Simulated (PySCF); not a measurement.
PySCF 2.14.0, unrestricted WB97X/def2-svpd, df: Mn(Br)(SH) ([SH][Mn][Br]), charge 0, multiplicity 6, 4 atoms. The geometry is a generated start, not checked to be a minimum at this level.

```json
{
 "task": "energy",
 "method": "wb97x",
 "basis": "def2-svpd",
 "two_electron_scheme": "density fitting",
 "mol.max_memory": "3000 MB",
 "mf.max_cycle": "100",
 "mf.init_guess": "minao (default)",
 "mf.conv_tol": "1e-09 (default)",
 "mf.grids.level": "3 (default)",
 "basis_functions": "110",
 "grid_points": "70016"
}
```

```xyz
4

Mn    -0.0626     1.0799    -0.0628
Br    -0.4206     1.3511    -2.1926
S      0.2314    -0.5728     1.2603
H      0.2519    -1.8581     0.9952
```

Charge 0 and multiplicity 6 are set for this test and not shown to be the ground state.

With the defaults (mf.DIIS = CDIIS, mf.diis = true, mf.damp = 0, mf.diis_start_cycle = 1, mf.diis_space = 8, newton = off, mf.diis_damp = 0, mf.level_shift = 0) it converges in 44 Fock builds. One run each on 2 threads, 1 BLAS thread, with these changes:
- mf.DIIS = EDIIS
- mf.damp = 0.3, mf.diis_start_cycle = 4
- mf.diis = false
- newton = Hessian by the SCF's own integrals
- mf.diis_space = 3
- mf.diis_space = 5
- mf.level_shift = 0.3 Hartree
- mf.diis = false, mf.damp = 0.7, mf.diis_start_cycle = 999
- mf.diis_damp = 0.3

Problem. Which runs fail or end elsewhere than the default run?

Solution. No convergence: mf.DIIS = EDIIS; mf.diis = false; mf.diis = false, mf.damp = 0.7, mf.diis_start_cycle = 999 (the run ends without SCF convergence in 100 cycles). The rest reach the solution of the defaults.

| setting | Fock builds | end |
|---|---|---|
| mf.damp = 0.3, mf.diis_start_cycle = 4 | 25 | same solution |
| mf.diis_damp = 0.3 | 26 | same solution |
| mf.diis_space = 3 | 33 | same solution |
| mf.level_shift = 0.3 Hartree | 39 | same solution |
| the defaults | 44 | same solution |
| mf.diis_space = 5 | 51 | same solution |
| newton = Hessian by the SCF's own integrals | 104 | same solution |
| mf.DIIS = EDIIS | 101 | no convergence |
| mf.diis = false | 101 | no convergence |
| mf.diis = false, mf.damp = 0.7, mf.diis_start_cycle = 999 | 101 | no convergence |

Under newton the count holds the products with the orbital Hessian.
